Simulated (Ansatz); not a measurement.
Results of r²SCAN+rVV10 (Ansatz, a first-principles code, plane waves, PAW) for LiF (model structure, F-43m, No. 216).

Input file:

Ansatz 0.2 input:
```yaml
crystal:
  lattice:
    - [0.0, 2.1219073529, 2.1219073529]
    - [2.1219073529, 0.0, 2.1219073529]
    - [2.1219073529, 2.1219073529, 0.0]
  atoms:
    - { symbol: Li, position: [0.0, 0.0, 0.0] }
    - { symbol: F, position: [0.25, 0.25, 0.25] }
basis:
  ecutwfc: 560
  ecutrho_ratio: 4
  xc_grid: 3
kpoints:
  mp_grid: { grid: [14, 14, 14] }
hamiltonian:
  xc: r2scan
  dispersion: rvv10
  pseudopotentials: { azcp: { folder: ./paw }, kind: paw }
scf:
  occupations: { method: fermi_dirac, width: 0.01 }
output:
  forces: true
  stress: true
  eigenvalues: true
relax:
  f_tol: 0.004
  escape_saddle: false
  max_steps: 80
```

Output (set-up and result lines):

```
WARN output.stress: scf.convergence.dr2_threshold = 1e-7 eV (the SCF's general default) is looser than the 2e-10 eV advised for a printed stress (1e-10 eV for …
Relaxation: its limit of steps is 80 (relax.max_steps)
Crystal: 2 atoms, lattice volume = 19.108 Å³
Basis set: ecut = 560 eV, 561 PW (Γ), exchange–correlation on 72×72×72 points (27 copies of the dense FFT grid, shifted against one another)
Bands: 9, of which v1, the nominal top of the filled ones, is band 5 counted from 1 (4 counted from 0)
Symmetry: 24 space group operations
Space group: F-43m (ITA 216), of the structure as read, at distance tolerance 2.7e-5 Å
k-points: 104 of 2744 (time reversal used)
Initial density: superposition of atomic densities (chi_scale 0.1, normalization cell, long waves kept (reshape's long-wave potential 0.00 eV rms))
Functional: x = r2scan, c = r2scan + rvv10(b = 11.95, C = 0.0093); τ floored in thin density (d = 2e-4 eV/Å³)
SCF iter   1: F=—  HF=-1017.481983 eV  |F-HF|=—  |Δ(HF+E_count)|=         —  Δρ=6.03e-2  dr2=4.59e-1  dr2_τ=3.52e-2
SCF iter   2: F=—  HF=-1017.731532 eV  |F-HF|=—  |Δ(HF+E_count)|=   2.50e-1  Δρ=2.90e-2  dr2=1.00e-1  dr2_τ=3.99e-3
  ...
SCF 1 converged in 7 iterations: F = -1017.800434 eV  dr2 = 2.06e-8
Crystal: 2 atoms, lattice volume = 19.108 Å³
Initial density: handed on by an earlier stage of this run
SCF iter   1: F=—  HF=-1017.800434 eV  |F-HF|=—  |Δ(HF+E_count)|=         —  Δρ=1.43e-5  dr2=2.06e-8  dr2_τ=1.94e-9
SCF iter   2: F=-1017.800434 eV  HF=-1017.800434 eV  |F-HF|=1.54e-9  |Δ(HF+E_count)|=   4.70e-9  Δρ=4.19e-6  dr2=2.08e-9  dr2_τ=4.18e-10
SCF 2 converged in 2 iterations: F = -1017.800434 eV  dr2 = 2.08e-9
SCF converged after 2 iterations
Free energy (F): -1017.800434 eV
Internal energy: -1017.800434 eV  (E = F + TS)
E sigma→0 (E₀):  -1017.800434 eV
Fermi energy:    3.058086 eV
--- Stress (GPa, compression-positive) ---
        1.270163       0.000000      -0.000000
       -0.000000       1.270163       0.000000
       -0.000000       0.000000       1.270163
  P = ⅓ Tr σ = 1.2702 GPa (12.702 kbar)
```

The cell is one volume of an energy–volume scan, off the minimum.

The PAW data were made under PBE.

Note: the cell keeps the symmetry of its start, so it can be a saddle point.

A model structure was made by putting elements into a prototype or built by hand; it is no filed structure, need not be a known phase, and can be a saddle point held by its symmetry.
